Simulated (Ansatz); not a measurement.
Consider InAgTe$_{2}$ in the chalcopyrite structure (space group I-42d, No. 122; a = 6.4319 Å, c = 12.7658 Å). Axes: x, y, z lie along a, b, c of the conventional cell.

Calculations: Kohn–Sham DFT with the PBEsol functional, run in Ansatz (an electronic-structure program) with PAW and 420 eV plane waves, no spin-orbit coupling.

Before the change:

The shortest interatomic distance comes out as 2.746 Å.

Perturbation: uniaxial strain ε_zz = +2.25 %, all other strain components held at zero; the atoms relax in the strained cell.

Task: Estimate the effect on the energy relative to the base, stress and shortest interatomic distance.

Result: The energy increases by 2.8 meV/atom; the stress (xx, yy, zz, yz, xz, xy; compression positive) amounts to (-0.81, -0.81, -1.21, 0.00, 0.00, 0.00) GPa; the shortest interatomic distance goes up by 0.021 Å (2.746 Å → 2.767 Å).

Whether these cells are dynamically stable was not tested.
